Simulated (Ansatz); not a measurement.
Pressure series in Cu

The reference is Cu in the fcc (Cu type) structure (space group Fm-3m, No. 225; a = 3.5179 Å).

Cell and atoms are relaxed at each pressure.

Computed with Ansatz (a first-principles code), LDA, PAW, cutoff 420 eV, no SOC.

Notes on the quantities. enthalpy: H = E + PV relative to the base's energy.

```json
[
 {"variant": "base", "volume per atom": "10.88 Å³", "enthalpy": "–"},
 {"variant": "pressure −2 GPa", "volume per atom": "11.00 Å³", "enthalpy": "-0.14 eV/atom"},
 {"variant": "pressure −1 GPa", "volume per atom": "10.94 Å³", "enthalpy": "-0.07 eV/atom"},
 {"variant": "pressure 0.9 GPa", "volume per atom": "10.83 Å³", "enthalpy": "+0.06 eV/atom"},
 {"variant": "pressure 2.1 GPa", "volume per atom": "10.77 Å³", "enthalpy": "+0.14 eV/atom"},
 {"variant": "pressure 4.5 GPa", "volume per atom": "10.64 Å³", "enthalpy": "+0.30 eV/atom"},
 {"variant": "pressure 9 GPa", "volume per atom": "10.43 Å³", "enthalpy": "+0.60 eV/atom"},
 {"variant": "pressure 15 GPa", "volume per atom": "10.18 Å³", "enthalpy": "+0.98 eV/atom"},
 {"variant": "pressure 22.5 GPa", "volume per atom": "9.91 Å³", "enthalpy": "+1.45 eV/atom"},
 {"variant": "pressure 30 GPa", "volume per atom": "9.67 Å³", "enthalpy": "+1.91 eV/atom"}
]
```

Load acts through the strain it causes; cell and atoms are relaxed under it. No phonon test of stability was made. Competing high-pressure phases were not computed. All final runs are without spin polarisation.
